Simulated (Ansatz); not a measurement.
System: double-hcp La. Method: PBE0 (plane waves, PAW; Ansatz, an electronic-structure program).

Excerpt of the program's output:

```
Relaxation: its limit of steps is 80 (relax.max_steps)
Crystal: 4 atoms, lattice volume = 160.138 Å³
Basis set: ecut = 460 eV, 3595 PW (Γ), exchange–correlation on 60×60×180 points (8 copies of the dense FFT grid, shifted against one another)
Bands: 27, of which v1, the nominal top of the filled ones, is band 22 counted from 1 (21 counted from 0)
Symmetry: 24 space group operations
Space group: P63/mmc (ITA 194), of the structure as read, at distance tolerance 5.4e-5 Å
k-points: 36 of 324
Functional: x = pbe(κ = 0.804, μ = 0.2195149727645171), c = pbe(β = 0.06672455060314922), warm-up for x = 0.75 pbe(κ = 0.804, μ = 0.2195149727645171) + 0.25 exact, c = pbe(β = 0.06672455060314922)
SCF iter   1: F=—  HF=-25000.338183 eV  |F-HF|=—  |Δ(HF+E_count)|=         —  Δρ=3.03e-3  dr2=1.33e-2
SCF iter   2: F=—  HF=-25000.348548 eV  |F-HF|=—  |Δ(HF+E_count)|=   1.04e-2  Δρ=1.83e-3  dr2=5.29e-3
  ...
SCF 1 converged in 10 iterations: F = -25000.350513 eV  dr2 = 8.97e-12
Crystal: 4 atoms, lattice volume = 160.138 Å³
Initial density: handed on by an earlier stage of this run
Functional: x = 0.75 pbe(κ = 0.804, μ = 0.2195149727645171) + 0.25 exact, c = pbe(β = 0.06672455060314922)
  ...
Crystal: 4 atoms, lattice volume = 160.138 Å³
Crystal: 4 atoms, lattice volume = 160.138 Å³
SCF 11 converged in 6 iterations: F = -25013.255940 eV  dr2 = 8.95e-12
Crystal: 4 atoms, lattice volume = 160.138 Å³
Basis set: ecut = 460 eV, 3607 PW (Γ), exchange–correlation on 60×60×180 points (8 copies of the dense FFT grid, shifted against one another)
Crystal: 4 atoms, lattice volume = 160.138 Å³
Crystal: 4 atoms, lattice volume = 160.138 Å³
SCF 14 converged in 3 iterations: F = -25013.256023 eV  dr2 = 1.07e-11
Crystal: 4 atoms, lattice volume = 160.138 Å³
SCF 15 converged in 4 iterations: F = -25013.256022 eV  dr2 = 2.48e-12
Crystal: 4 atoms, lattice volume = 160.138 Å³
SCF iter   1: F=—  HF=-25013.256022 eV  |F-HF|=—  |Δ(HF+E_count)|=         —  Δρ=1.27e-7  dr2=1.57e-11
SCF iter   2: F=-25013.256022 eV  HF=-25013.256022 eV  |F-HF|=3.64e-12  |Δ(HF+E_count)|=  3.64e-12  Δρ=5.95e-8  dr2=3.33e-12
SCF 16 converged in 2 iterations: F = -25013.256022 eV  dr2 = 3.33e-12
Free energy (F): -25013.256022 eV
Internal energy: -25013.247787 eV  (E = F + TS)
E sigma→0 (E₀):  -25013.251904 eV
Fermi energy:    10.229566 eV
--- Forces (eV/Å), atoms counted from 1 ---
  atom   1  La     0.00000000    -0.00000000     0.00000000
  atom   2  La    -0.00000000    -0.00000000     0.00000000
  atom   3  La    -0.00000000     0.00000000    -0.00000000
  atom   4  La     0.00000000    -0.00000000     0.00000000
--- Stress (GPa, compression-positive) ---
       -0.614725       0.000000      -0.000000
        0.000000      -0.614725       0.000000
       -0.000000       0.000000      -0.617313
  P = ⅓ Tr σ = -0.6156 GPa (-6.156 kbar)
```

Problem. Write an input file that produces this run.

Solution. This is not unique; one that fits is 
Ansatz 0.2 input:
```yaml
crystal:
  lattice:
    - [1.940464624, -3.3609833191, 0.0]
    - [1.940464624, 3.3609833191, 0.0]
    - [0.0, 0.0, 12.2769707828]
  atoms:
    - { symbol: La, position: [0.0, 0.0, 0.5] }
    - { symbol: La, position: [0.0, 0.0, 0.0] }
    - { symbol: La, position: [0.3333333333, 0.6666666667, 0.25] }
    - { symbol: La, position: [0.6666666667, 0.3333333333, 0.75] }
basis:
  ecutwfc: 460
  ecutrho_ratio: 4
  xc_grid: 2
kpoints:
  mp_grid: { grid: [9, 9, 4] }
hamiltonian:
  xc: pbe0
  dispersion: none
  pseudopotentials: { kind: paw }
scf:
  occupations: { method: fermi_dirac, width: 0.05 }
output:
  forces: true
  stress: true
  eigenvalues: true
relax:
  f_tol: 0.01
  escape_saddle: false
  max_steps: 80
  cell: { stress_tol: 0.05, fix: [volume] }
```

The cell is one volume of an energy–volume scan, off the minimum.

The PAW data were made under PBE.

Computing time: about 50 core-minutes (a rough figure).
